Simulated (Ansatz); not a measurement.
**BAs, response to strain**

Base system: BAs in the zinc blende structure (space group F-43m, No. 216; a = 4.8093 Å).

Strains are applied to the cell and any free atomic positions relax.

All numbers come from PBE, PAW, 420 eV (Ansatz, a program for electronic structure; spin-orbit coupling left out).

Candidates:
(a) isotropic strain −0.50 %
(b) isotropic strain −3.00 %
(c) isotropic strain +2.00 %
(d) isotropic strain +2.50 %
(e) isotropic strain +3.00 %

Notes on the quantities. energy relative to the base: free energy F.

**Question.** Order them by energy relative to the base, highest first.

**Answer.** (b) isotropic strain −3.00 % (+51 meV/atom), (e) isotropic strain +3.00 % (+42 meV/atom), (d) isotropic strain +2.50 % (+30 meV/atom), (c) isotropic strain +2.00 % (+19 meV/atom), (a) isotropic strain −0.50 % (+1.3 meV/atom)

Whether these cells are dynamically stable was not tested.
